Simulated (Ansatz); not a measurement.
The parent structure is HgS in the zinc blende structure (space group F-43m, No. 216).

```
CELL_PARAMETERS angstrom
      0.00000     2.99579     2.99579
      2.99579     0.00000     2.99579
      2.99579     2.99579     0.00000
ATOMIC_POSITIONS crystal
  Hg 0.00000 0.00000 0.00000
  S  0.25000 0.25000 0.25000
```

Calculations: Ansatz (a first-principles code) PBE, no SOC.

Strains are applied to the cell and any free atomic positions relax.

One change was made to it. Results:

The energy rises by 16 meV/atom; the pressure goes from zero to 3.5 GPa.

Q: What was done to the base?
A) isotropic strain +3.00 %
B) isotropic strain +1.50 %
C) isotropic strain +2.00 %
D) isotropic strain −1.50 %
E) isotropic strain −2.00 %

A: E, isotropic strain −2.00 %. For comparison, the energy relative to the base in the other runs: isotropic strain +1.50 % gives +8.1 meV/atom; isotropic strain +2.00 % gives +14 meV/atom; isotropic strain −1.50 % gives +9.1 meV/atom; isotropic strain +3.00 % gives +30 meV/atom.

The mesh was chosen for an insulator and is coarse for the gapless case. No phonon test of stability was made. The final runs are not spin-polarised.
